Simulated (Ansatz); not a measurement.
System: interstitial Na in rock-salt MgO (charge state +1). Level of theory: HSE06, atoms relaxed with HSE06 at the PBE lattice, PAW (plane waves to 420 eV; Ansatz, an electronic-structure program).

64-site cell at the relaxed PBE lattice, the Γ point alone, smearing 0.01 eV, spin-restricted, no finite-size correction. Energies are static. The charge state is imposed; whether it is stable for some Fermi level was not computed. Sites that were not tried may lie lower.

The step: several atoms move together, Na the farthest. Atoms about the jump, Cartesian Å from the middle of the jump, before and after:

| atom | x0 | y0 | z0 | x1 | y1 | z1 |
|---|---|---|---|---|---|---|
| Na1 | -1.06 | 0.00 | 0.00 | 1.06 | 0.00 | 0.00 |
| O2 | 0.08 | -1.14 | 1.14 | -0.08 | -1.14 | 1.14 |
| O3 | 0.08 | 1.14 | -1.14 | -0.08 | 1.14 | -1.14 |
| Mg4 | 0.21 | -1.27 | -1.27 | -0.21 | -1.27 | -1.27 |
| Mg5 | 0.21 | 1.27 | 1.27 | -0.21 | 1.27 | 1.27 |
| O6 | 2.16 | -1.08 | -1.08 | 2.20 | -1.14 | -1.14 |
| O7 | -2.20 | -1.14 | -1.14 | -2.16 | -1.08 | -1.08 |
| O8 | 2.16 | 1.08 | 1.08 | 2.20 | 1.14 | 1.14 |
| O9 | -2.20 | 1.14 | 1.14 | -2.16 | 1.08 | 1.08 |
| Mg10 | 2.14 | -1.08 | 1.08 | 2.33 | -1.27 | 1.27 |
| Mg11 | 2.14 | 1.08 | -1.08 | 2.33 | 1.27 | -1.27 |
| Mg12 | -2.33 | -1.27 | 1.27 | -2.14 | -1.08 | 1.08 |
| Mg13 | -2.33 | 1.27 | -1.27 | -2.14 | 1.08 | -1.08 |

Task: Give the saddle-point geometry and the barrier.

Result: 
```
atom      x      y      z
----  -----  -----  -----
Na1    0.00  -0.01  -0.01
O2     0.00  -1.33   1.34
O3     0.00   1.35  -1.34
Mg4    0.00  -1.46  -1.47
Mg5    0.00   1.46   1.45
O6     1.96  -1.05  -1.05
O7    -1.96  -1.05  -1.05
O8     1.97   1.06   1.05
O9    -1.97   1.06   1.05
Mg10   2.11  -1.12   1.13
Mg11   2.11   1.14  -1.13
Mg12  -2.11  -1.12   1.13
Mg13  -2.11   1.14  -1.13
```
It lies 0.54 eV above the start and 0.54 eV above the end. The saddle point's order was not checked, and it lies on a symmetry element of the cell, where a band can be held.
